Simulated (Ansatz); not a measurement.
Consider InP in the zinc blende structure (space group F-43m, No. 216; a = 5.9070 Å). Axes: x, y, z lie along the cube axes.

Level of theory: Ansatz (a program for electronic structure), r2SCAN, PAW, cutoff 500 eV, scalar-relativistic without spin-orbit coupling.

For the base:

The band gap is 1.03 eV. The gap character comes out as direct at Γ. The shortest interatomic distance is 2.558 Å and the valence-band top at Γ is 0.00, 0.00, 0.00 eV. The pressure is 0.0 kbar.

Modification: uniaxial strain ε_zz = −2.00 %, all other strain components held at zero; the atoms relax in the strained cell.

### Question
How does this affect the band gap, gap character, shortest interatomic distance, valence-band top at Γ and pressure?

### Answer
The band gap goes up by 0.05 eV, from 1.03 eV to 1.08 eV; the gap character is still direct at Γ; the shortest interatomic distance shrinks by 0.017 Å (2.558 Å → 2.541 Å); the valence-band top at Γ (three highest levels, from the VBM) becomes 0.00, -0.10, -0.10 eV (base: 0.00, 0.00, 0.00 eV); the pressure (mean of the normal stresses, compression positive) goes from zero to 14.3 kbar.

Stability against distortions was not tested. k-point labels follow each cell's own Brillouin zone.
